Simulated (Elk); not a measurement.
Band structure of CsH (Pm-3m, 2 atoms in the cell).

```
CELL_PARAMETERS angstrom
      3.81459     0.00000     0.00000
      0.00000     3.81459     0.00000
      0.00000     0.00000     3.81459
ATOMIC_POSITIONS crystal
  Cs 0.00000 0.00000 0.00000
  H  0.50000 0.50000 0.50000
```

Computed with LDA (PW92), all-electron FP-LAPW, Elk's shipped species files, default APW+lo basis (Elk).

Settings: xctype = 3; rgkmax = 7; stype = 0; swidth = 0.0001 Ha; ngridk = 7 7 7.

The starting cell comes from a database of computed structures (which also holds hypothetical and non-ambient phases and stackings), without a prior relaxation at this level. Its lattice was rescaled by a random factor within 2.5 % of one. Values depend on the basis (sphere radii, cutoffs, local orbitals), which need not be converged.

Levels in eV from the Fermi level, bands 7 to 14:
```
point      7      8      9     10    11    12    13     14
-----  -----  -----  -----  -----  ----  ----  ----  -----
Γ      -7.60  -7.60  -7.60  -1.85  3.37  3.37  7.27   9.68
X      -9.18  -7.44  -7.44   0.01  2.57  4.17  6.19   6.19
M      -8.85  -8.85  -7.29  -1.05  4.41  6.52  6.75   6.75
R      -8.61  -8.61  -8.61   0.27  2.75  2.75  2.75  11.42
```
